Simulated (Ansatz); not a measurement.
Quick settings and what they miss: Ba3MoO6 (Fm-3m, 10 atoms in the cell)

Self-consistent single point.

```xyz
10
Lattice="0.0000 4.5266 4.5266 4.5266 0.0000 4.5266 4.5266 4.5266 0.0000" Properties=species:S:1:pos:R:3 pbc="T T T"
Ba     2.2633     2.2633     2.2633
Ba     6.7899     6.7899     6.7899
Ba     4.5266     4.5266     4.5266
Mo     0.0000     0.0000     0.0000
O      1.9669     4.5266     4.5266
O      7.0864     4.5266     4.5266
O      4.5266     1.9669     4.5266
O      4.5266     7.0864     4.5266
O      4.5266     4.5266     1.9669
O      4.5266     4.5266     7.0864
```

Method of the run: PBEsol, PAW files made with PBE (plane waves; Ansatz, a first-principles code).

Base settings: basis.ecutwfc = 30.9 Ry; kpoints.mp_grid.grid = 4 4 4; hamiltonian.xc = pbesol; hamiltonian.pseudopotentials = {kind: paw} (the program's default PAW files); scf.occupations.method = gaussian; scf.occupations.width = 0.0007 Ry.

Tight run (finer mesh or higher cutoff; not a proven limit): basis.ecutwfc: 30.9 Ry → 43.4 Ry; kpoints.mp_grid.grid: 4 4 4 → 6 6 6; scf.convergence.dr2_threshold: default (1e-07 eV) → 1e-09 eV. It gave top of the valence band (on the code's own zero) 7.50 eV; gap on the k-point mesh 1.87 eV; pressure -9.18 GPa; largest force (vector length) 0.783 eV/Å.

Quick runs, as changes from the base:
- A: the base itself
- B: basis.ecutwfc: 30.9 Ry → 24.6 Ry; kpoints.mp_grid.grid: 4 4 4 → 2 2 2; scf.occupations.method: gaussian → cold; scf.occupations.width: 0.0007 Ry → 0.02 Ry; width narrowed by the program to 0.2270 eV
- C: basis.ecutwfc: 30.9 Ry → 15.4 Ry; scf.occupations.method: gaussian → cold; scf.occupations.width: 0.0007 Ry → 0.01 Ry
- D: basis.ecutwfc: 30.9 Ry → 24.6 Ry; kpoints.mp_grid.grid: 4 4 4 → 6 6 6

Gaps are read on each run's own mesh, which may miss the band edges.

The count of work is k-points × plane waves × bands × iterations; it is no time. 

Pressures in the table are Ansatz's without its Pulay estimate, at a fixed set of plane waves; the tight run's value above holds the estimate.

The starting cell comes from a database of computed structures (which also holds hypothetical and non-ambient phases and stackings), without a prior relaxation at this level. Its lattice was rescaled by a random factor within 2.5 % of one. In the base run, with a pressure of about -9 GPa the cell is away from its equilibrium volume at this level.

```tsv
run	energy less tight (meV/atom)	pressure less tight (GPa)	largest miss in a force vector (eV/Å)	gap on the mesh less tight (eV)	count of work / tight
A	2.5	-0.24	0.001	0.000	0.31
B	82.1	-4.47	0.063	-0.020	0.091
C	2919.4	-94.12	0.943	-0.237	0.10
D	67.9	-4.48	0.032	0.002	0.40
```

Among the runs at the tight run's level, the energy misses run from 2.5 to 2919.4 meV/atom.

Left out of this page: 1 run of the series with a known weakness of the program; 1 run of the series outside the window shown, repeating another row's setting, or not comparable.

Keys are those of Ansatz 0.2.
